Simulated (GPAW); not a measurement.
A user runs GPAW on Pd (Fm-3m, 1 atom in the cell) and asks whether the run is sound. The aim is a self-consistent single point with DFT PBE, plane waves, GPAW PAW datasets PBE (gpaw-data 1.0.1).

Cell that was meant: a = 2.7976 Å, b = 2.7976 Å, c = 2.7976 Å, α = 60.00°, β = 60.00°, γ = 60.00°.

Part of the input:

```python
atoms.set_initial_magnetic_moments([1.0])

calc = GPAW(spinpol=True,
            mode={'name': 'pw', 'ecut': 150},
            xc='PBE',
            kpts={'size': (16, 16, 16), 'gamma': True},
            occupations={'name': 'fermi-dirac', 'width': 0.1},
```

The program printed (abridged):

```
Input parameters:
  kpts: {gamma: True,
         size: (16, 16, 16)}
  maxiter: 100
  mode: {ecut: 150,
         name: pw}
  nbands: -7
   [... lines left out ...]

Positions:
   0 Pd     0.000000    0.000000    0.000000    ( 0.0000,  0.0000,  1.0000)

Unit cell:
           periodic     x           y           z      points  spacing
  1. axis:    yes    0.000000    1.978236    1.978236     8     0.2855
  2. axis:    yes    1.978236    0.000000    1.978236     8     0.2855
  3. axis:    yes    1.978236    1.978236    0.000000     8     0.2855

  Lengths:   2.797648   2.797648   2.797648
  Angles:   60.000000  60.000000  60.000000

Effective grid spacing dv^(1/3) = 0.3116
     iter     time        total  log10-change:  magmom
                         energy   eigst   dens
iter:   1 --:--:--    -0.834836                   +0.9870
iter:   2 --:--:--    -0.895565   -2.95  -1.61    +0.5773
iter:   3 --:--:--    -0.822599   -3.13  -1.66    +0.2068
iter:   4 --:--:--    -0.822167   -4.24  -2.23    +0.1646
iter:   5 --:--:--    -0.817844c  -3.64  -2.26    +0.1166
iter:   6 --:--:--    -0.818442c  -4.57  -3.30    +0.0090
iter:   7 --:--:--    -0.818660c  -5.45  -3.25    -0.0101
iter:   8 --:--:--    -0.818715c  -6.07  -3.06    -0.0071
iter:   9 --:--:--    -0.818212c  -5.73  -3.04    -0.0033
iter:  10 --:--:--    -0.818214c  -6.95  -4.71c   -0.0017
iter:  11 --:--:--    -0.818214c  -7.84c -4.96c   -0.0001
Converged after 11 iterations.

Dipole moment: (-0.000000, -0.000000, -0.000000) |e|*Ang

Total magnetic moment: (0.000000, 0.000000, -0.000141)
Local magnetic moments:
   0 Pd ( 0.000000,  0.000000, -0.000165)

Energy contributions relative to reference atoms: (reference = -137227.490718)

Kinetic:        -46.166724
Potential:      +40.744262
External:        +0.000000
XC:              +3.959485
Entropy (-ST):   -0.061874
Local:           +0.675700
SIC:             +0.000000
--------------------------
Free energy:     -0.849151
Extrapolated:    -0.818214

Spin contamination: 0.000048 electrons
Showing only first 2 kpts
                      Up                     Down
 Kpt  Band  Eigenvalues  Occupancy  Eigenvalues  Occupancy
   [... lines left out ...]

Fermi level: 8.68356

No gap
No difference between direct/indirect transitions
Energy (eV): -0.818214

Forces in eV/Ang:
  0 Pd    0.00000    0.00000    0.00000

Stress tensor:
     1.069750    -0.000000    -0.000000
    -0.000000     1.069750     0.000000
    -0.000000     0.000000     1.069750
Stress (GPa, Voigt): [171.3928 171.3928 171.3928   0.      -0.      -0.    ]
```

Task: Can these results be used? Check the input.

Result: The run is not sound. The fault is a basis or grid far too coarse for these potentials. Far below the cutoff that the potentials were made for, the basis cannot represent the orbitals near the nuclei, and energies, forces and above all the stress go wrong. To fix it, restore the cutoff that the potentials need and check convergence. The run converged in 11 iterations without an error; against the sound input the free energy goes up by 3.07 eV/atom and the pressure goes from -1.33 to -171.4 GPa.

An input that runs soundly differs in these lines (not the only fix; some lines may just follow from the change or write a value another way):
```diff
-            mode={'name': 'pw', 'ecut': 150},
+            mode={'name': 'pw', 'ecut': 600},
```

With that input, the run converged in 13 iterations: free energy E − TS (from the program's reference atoms) -3.9150 eV; Fermi level (on the code's own zero) 8.76 eV; pressure -1.33 GPa; size of the cell's spin moment 0.00 μB (DFT PBE, plane waves, GPAW PAW datasets PBE (gpaw-data 1.0.1)).

On the sound input: the starting cell comes from a database of computed structures (which also holds hypothetical and non-ambient phases and stackings), without a prior relaxation at this level. Its lattice was rescaled by a random factor within 2.5 % of one. The starting moments vanished: the run ended non-magnetic.
